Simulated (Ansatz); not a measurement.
Consider AlV2C (space group P6_3/mmc, No. 194; a = 2.8848 Å, c = 13.1174 Å).

The values are results of plane-wave PAW DFT at the r2SCAN level (Ansatz, a quantum-chemistry and plane-wave program, 500 eV), spin-orbit coupling left out, not measurements.

One change was made to it. Results:

The c/a ratio is still 4.547; the lattice parameter a hardly moves (5.452 bohr against 5.449 bohr); the band gap is still zero.

Q: Name the change that was made.
A) pressure 5 GPa
B) pressure 0.3 GPa
C) pressure −2 GPa
D) pressure 10 GPa

A: B, pressure 0.3 GPa. For comparison, the lattice parameter a in the other runs: pressure 10 GPa gives 5.363 bohr; pressure 5 GPa gives 5.405 bohr; pressure −2 GPa gives 5.472 bohr.

Load acts through the strain it causes; cell and atoms are relaxed under it. No phonon test of stability was made. No other phases were tried under pressure. Starting moments died away, wholly or in part, for the base; another magnetic solution may exist. The final runs are not spin-polarised.
